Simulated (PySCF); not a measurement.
PySCF 2.14.0, HF/def2-tzvp, df: V(O)(Cl)(OH)2 ([O]=[V]([OH])([OH])[Cl]), 7 atoms. The geometry is a generated start, not checked to be a minimum at this level.

```json
{
  "task": "energy",
  "method": "hf",
  "basis": "def2-tzvp",
  "two_electron_scheme": "density fitting",
  "mol.max_memory": "3000 MB",
  "mf.max_cycle": "100",
  "mf.init_guess": "minao (default)",
  "mf.DIIS": "CDIIS (default)",
  "mf.conv_tol": "1e-09 (default)",
  "basis_functions": "187"
}
```

```xyz
7

V      0.2639     0.0290     0.0007
O      1.2631     0.7992    -0.8421
Cl     1.4553    -0.9676     1.3240
O     -0.4824    -1.1051    -0.8810
H     -0.7299    -1.5608    -1.6892
O     -0.6735     1.0060     0.8745
H     -1.0965     1.7993     1.2131
```

Charge 0 and multiplicity 1 are set for this test and not shown to be the ground state.

One run each on 2 threads, 1 BLAS thread. Values of diis_space tried: 3, 5, 8 (default), 12, 20.

Question: Which value of diis_space needs the fewest Fock builds, and what happens away from it?

Answer: Fewest Fock builds, within one of each other: 8 (default) with 18, 12 with 18, 20 with 18. The count rises to 30 at 3. All converge to one solution.

```tsv
diis_space	Fock builds	end
3	30	same solution
5	20	same solution
8 (default)	18	same solution
12	18	same solution
20	18	same solution
```
